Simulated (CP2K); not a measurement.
## CP2K run on ZrIn3 (I4/mmm, 4 atoms in the cell): self-consistent single point

Computed with PBEsol, GPW, DZVP-MOLOPT-SR-GTH basis, GTH-PBE potentials (GTH_POTENTIALS) run with CP2K.

This input was run:

```
&GLOBAL
  PROJECT scf
  RUN_TYPE ENERGY_FORCE
  PRINT_LEVEL MEDIUM
&END GLOBAL
&FORCE_EVAL
  METHOD Quickstep
  STRESS_TENSOR ANALYTICAL
  &DFT
    BASIS_SET_FILE_NAME BASIS_MOLOPT
    POTENTIAL_FILE_NAME GTH_POTENTIALS
    &QS
      METHOD GPW
      EPS_DEFAULT 1E-10
    &END QS
    &MGRID
      CUTOFF 500
      REL_CUTOFF 40
      NGRIDS 5
    &END MGRID
    &SCF
      SCF_GUESS ATOMIC
      EPS_SCF 1E-7
      MAX_SCF 100
      ADDED_MOS 9
      &DIAGONALIZATION
        ALGORITHM STANDARD
      &END DIAGONALIZATION
      &MIXING
        METHOD BROYDEN_MIXING
        ALPHA 0.3
        NBUFFER 8
      &END MIXING
      &SMEAR ON
        METHOD FERMI_DIRAC
        ELECTRONIC_TEMPERATURE [K] 1160.45
      &END SMEAR
    &END SCF
    &KPOINTS
      SCHEME MONKHORST-PACK 7 7 7
    &END KPOINTS
    &XC
      &XC_FUNCTIONAL
        &PBE
          PARAMETRIZATION PBESOL
        &END PBE
      &END XC_FUNCTIONAL
    &END XC
    &PRINT
      &MO
        EIGENVALUES T
        OCCUPATION_NUMBERS T
        NDIGITS 8
        FILENAME mo
        &EACH
          QS_SCF 0
        &END EACH
        ADD_LAST NUMERIC
      &END MO
      &MULLIKEN ON
      &END MULLIKEN
    &END PRINT
  &END DFT
  &SUBSYS
    &CELL
      A 5.83321900 0.00000000 0.00000000
      B 2.66326800 5.18974400 0.00000000
      C -4.24824300 -2.59487200 3.04064300
      PERIODIC XYZ
    &END CELL
    &COORD
      SCALED
      Zr       0.00000000     0.00000000     0.00000000
      In       0.25000000     0.75000000     0.50000000
      In       0.75000000     0.25000000     0.50000000
      In       0.50000000     0.50000000     0.00000000
    &END COORD
    &KIND Zr
      BASIS_SET DZVP-MOLOPT-SR-GTH
      POTENTIAL GTH-PBE-q12
    &END KIND
    &KIND In
      BASIS_SET DZVP-MOLOPT-SR-GTH
      POTENTIAL GTH-PBE-q13
    &END KIND
  &END SUBSYS
  &PRINT
    &FORCES ON
    &END FORCES
    &STRESS_TENSOR ON
    &END STRESS_TENSOR
  &END PRINT
&END FORCE_EVAL
```

Output, abridged:

```
 GLOBAL| Method name                                                        CP2K
 GLOBAL| Project name                                                        scf
 GLOBAL| Run type                                                   ENERGY_FORCE

 CELL| Volume [angstrom^3]:                                            92.049122
 CELL| Vector a [angstrom]:       5.833     0.000     0.000   |a| =     5.833219
 CELL| Vector b [angstrom]:       2.663     5.190     0.000   |b| =     5.833219
 CELL| Vector c [angstrom]:      -4.248    -2.595     3.041   |c| =     5.833219
 CELL| Angle (b,c), alpha [degree]:                                   136.742777
 CELL| Angle (a,c), beta  [degree]:                                   136.742774
 CELL| Angle (a,b), gamma [degree]:                                    62.834055
 CELL| Numerically orthorhombic:                                              NO
 CELL| Periodicity                                                           XYZ

 DFT| Spin restricted Kohn-Sham (RKS) calculation                            RKS
 DFT| Multiplicity                                                             2
 DFT| Number of spin states                                                    1
 DFT| Charge                                                                   0
 DFT| XC density smoothing                                                  NONE
 DFT| XC derivatives                                                          PW

 QS| Method:                                                                 GPW
 QS| Density plane wave grid type                        NON-SPHERICAL FULLSPACE
 QS| Number of grid levels:                                                    5
 QS| Density cutoff [a.u.]:                                                250.0
 QS| Multi grid cutoff [a.u.]: 1) grid level                               250.0
   [... lines left out ...]
 BRILLOUIN| Wavefunction type                                            COMPLEX
 BRILLOUIN| List of Kpoints [2 Pi/Bohr]                                      172
 BRILLOUIN| Number           Weight            X              Y              Z
 BRILLOUIN|     1           0.00583       -0.42857       -0.42857       -0.42857
 BRILLOUIN|     2           0.00583       -0.42857       -0.42857       -0.28571
 BRILLOUIN|     3           0.00583       -0.42857       -0.42857       -0.14286
   [... 169 lines left out ...]
 *******************************************************************************

 Extrapolation method: initial_guess

 Re-scaling the density matrix to get the right number of electrons
                  # Electrons              Trace(P)               Scaling factor
                           51                51.000                        1.000

 Number of electrons:                                                         51
 Number of occupied orbitals:                                                 26
 Number of molecular orbitals:                                                35

 Number of orbital functions:                                                101
 Number of independent orbital functions:                                    101
 SCF WAVEFUNCTION OPTIMIZATION

  Step     Update method      Time    Convergence         Total energy    Change
     1 NoMix/Diag. 0.30E+00      -     1.75552561      -216.2449614104 -2.16E+02
     2 Broy./Diag. 0.30E+00      -     0.07397020      -217.0430855071 -7.98E-01
     3 Broy./Diag. 0.30E+00      -     0.05194510      -216.3047571031  7.38E-01
     4 Broy./Diag. 0.30E+00      -     0.02110845      -215.8002449387  5.05E-01
     5 Broy./Diag. 0.30E+00      -     0.00504760      -215.7266244504  7.36E-02
     6 Broy./Diag. 0.30E+00      -     0.00062846      -215.7524595639 -2.58E-02
     7 Broy./Diag. 0.30E+00      -     0.00083244      -215.7556810643 -3.22E-03
     8 Broy./Diag. 0.30E+00      -     0.00007204      -215.7554123592  2.69E-04
     9 Broy./Diag. 0.30E+00      -     0.00002671      -215.7553090156  1.03E-04
    10 Broy./Diag. 0.30E+00      -     0.00000982      -215.7553048733  4.14E-06
    11 Broy./Diag. 0.30E+00      -     0.00000083      -215.7553096210 -4.75E-06
    12 Broy./Diag. 0.30E+00      -     0.00000074      -215.7553069009  2.72E-06
    13 Broy./Diag. 0.30E+00      -     0.00000002      -215.7553064674  4.34E-07
  *** SCF run converged in    13 steps ***

  Electronic density on regular grids:        -50.9999999931        0.0000000069
  Core density on regular grids:               50.9999999950       -0.0000000050
  Total charge density on r-space grids:        0.0000000019
  Total charge density g-space grids:           0.0000000019

  Overlap energy of the core charge distribution:               0.00000000000217
  Self energy of the core charge distribution:               -356.28198490557935
  Core Hamiltonian energy:                                    103.15589166719553
  Hartree energy:                                              65.29885618083354
  Exchange-correlation energy:                                -27.92632819522790
  Electronic entropic energy:                                  -0.00174121458820
  Fermi energy:                                                 0.32531957532201

  Total energy:                                              -215.75530646738594
  Total energy (extrapolated to T->0):                       -215.75443586009183

                     Mulliken Population Analysis

 #  Atom  Element  Kind  Atomic population                           Net charge
       1     Zr       1         12.441424                             -0.441424
       2     In       2         12.891304                              0.108696
       3     In       2         12.891294                              0.108706
       4     In       2         12.775978                              0.224022
 # Total charge                             51.000000                  0.000000

 ENERGY| Total FORCE_EVAL ( QS ) energy [hartree]           -215.755306484042478

 FORCES| Atomic forces [hartree/bohr]
 FORCES|   Atom     x               y               z               |f|
 FORCES|      1  8.25545872E-14 -5.94374231E-13 -3.02045958E-08   3.02045958E-08
 FORCES|      2  1.33643715E-06 -2.18885447E-06  2.19417633E-08   2.56468899E-06
 FORCES|      3 -1.33643671E-06  2.18885093E-06 -9.14615335E-09   2.56460818E-06
 FORCES|      4  5.58259259E-13 -1.04514956E-12  1.12859940E-08   1.12859941E-08
 FORCES| Sum     1.07669643E-12 -5.18459382E-12 -6.12299182E-09
 FORCES| Total atomic force                                       6.12299411E-09

 STRESS| Analytical stress tensor [bar]
 STRESS|                        x                   y                   z
 STRESS|      x       -3.49844455465E+04   1.46605240576E+03   4.17878070976E+01
 STRESS|      y        1.46605240576E+03  -3.64886751601E+04   2.55566372545E+01
 STRESS|      z        4.17878070976E+01   2.55566372545E+01  -3.73632132979E+04
 STRESS| 1/3 Trace                                            -3.62787780015E+04
```

The run converged in 13 iterations.

The starting cell comes from a database of computed structures (which also holds hypothetical and non-ambient phases and stackings), without a prior relaxation at this level. Its lattice was rescaled by a random factor within 2.5 % of one. Values carry the incompleteness of an atom-centred basis. The potentials were made for another functional than the one used. With a pressure of about -4 GPa the cell is away from its equilibrium volume at this level.

Cost on one core of a shared machine: roughly 3 min.
